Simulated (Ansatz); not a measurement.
We consider La2O3 (model structure, started from the Bi2Te3 type, R-3m, No. 166, 5 atoms in the cell), described by PBEsol in Ansatz (PAW).

Numerical settings: plane-wave cutoff 500 eV, 14×14×14 k mesh, Fermi–Dirac smearing 0.05 eV, scalar-relativistic PAW data made under PBE.

Cell (relaxed at this level):

```cif
data_La6O9
_chemical_formula_sum 'La6 O9'
_space_group_name_H-M_alt 'R-3m :H'
_space_group_IT_number 166
_space_group_name_Hall '-R 3 2"'
_cell_length_a 3.77431
_cell_length_b 3.77431
_cell_length_c 24.78652
_cell_angle_alpha 90.000
_cell_angle_beta 90.000
_cell_angle_gamma 120.000
loop_
_atom_site_label
_atom_site_type_symbol
_atom_site_symmetry_multiplicity
_atom_site_Wyckoff_symbol
_atom_site_fract_x
_atom_site_fract_y
_atom_site_fract_z
_atom_site_occupancy
La1 La 6 c 0.00000 0.00000 0.39587 1
O1 O 3 a 0.00000 0.00000 0.00000 1
O2 O 6 c 0.00000 0.00000 0.24275 1
```
(The calculation used a cell of 5 atoms; values per cell refer to that cell.)

Question: What does this level give for the band gap?

Answer: 
* **band gap**: 3.87 eV (on the SCF k mesh)

Note: the relaxation could raise the start's symmetry but not lower it, so the cell can be a saddle point; the cell has widely spaced layers and the level no dispersion term, so their spacing and the moduli can rest on weak binding.

Spin–orbit coupling is not included.

The computed numbers hold no vibrational or temperature effects.

Computing time: about 15 core-minutes (a rough figure).

A model structure was made by putting elements into a prototype or built by hand; it is no filed structure, need not be a known phase, and can be a saddle point held by its symmetry.

Ansatz is a first-principles code.
